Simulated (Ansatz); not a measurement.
**Convergence study of the k-point mesh at a smearing width of 0.05 eV for Cs (Im-3m, 1 atom in the cell)**

```
Cs
1.0
   -3.03475     3.03475     3.03475
    3.03475    -3.03475     3.03475
    3.03475     3.03475    -3.03475
Cs
1
Direct
  0.00000   0.00000   0.00000
```

Method of the run: PBEsol, default PAW files made with PBE (plane waves; Ansatz, a program for electronic structure).

Base settings: basis.ecutwfc = 30.9 Ry; kpoints.mp_grid.grid = 8 8 8; hamiltonian.xc = pbesol; hamiltonian.pseudopotentials = {kind: paw} (the program's default PAW files); scf.occupations.method = gaussian; scf.occupations.width = 0.0073 Ry.

In this ladder: scf.occupations.width = 0.0037 Ry.

The second cell is the first with its lattice scaled by 0.98.

Only quantities that move along the ladder and can be compared are tabulated.

The count of work is k-points × plane waves × bands × iterations; it is no time. 

The starting cell has typed, rounded lattice constants, without a prior relaxation at this level. Its lattice was rescaled by up to half a per cent. Ansatz's pressure includes its estimate of the finite-basis (Pulay) stress.

```tsv
kpoints.mp_grid.grid	free energy less the last step's (meV/atom)	energy of the compressed cell less the first (meV/atom)	pressure (GPa)	count of work / last
3 3 3	-75.61	-3.16	-0.13	0.021
4 4 4	56.01	-0.26	-0.04	0.041
5 5 5	-5.20	-0.50	-0.07	0.051
6 6 6	14.15	0.43	-0.05	0.082
7 7 7	-2.06	0.34	-0.05	0.10
9 9 9	-2.18	0.26	-0.06	0.18
10 10 10	3.53	0.15	-0.05	0.24
12 12 12	1.98	0.33	-0.05	0.37
15 15 15	-0.56	-0.11	-0.06	0.62
18 18 18	0.00	0.23	-0.05	1.0
```

Coarsest kpoints.mp_grid.grid that holds the pressure within 0.05 GPa of the last step, with all finer ones: 4 4 4, at 0.041 of the last step's count of work; the step before is off by 0.08 GPa.

Coarsest kpoints.mp_grid.grid that holds the free energy within 1 meV/atom: not settled: the last two steps still differ by 0.56 meV/atom, over half the tolerance, so the ladder does not show it.

Coarsest kpoints.mp_grid.grid that holds the energy of the compressed cell less the first within 1 meV/atom of the last step, with all finer ones: 4 4 4, at 0.041 of the last step's count of work; the step before is off by 3.4 meV/atom.

The energy difference between the two cells stays within 1 meV/atom of the last step's from 4 4 4 on, the total only from 15 15 15 on: much of the error is common to both cells and cancels.

Two neighbours can agree and both be off: 7 7 7 and 9 9 9 differ by 0.12 meV/atom in the free energy, yet lie about 2.2 meV/atom from the last step.

Keys are those of Ansatz 0.2.
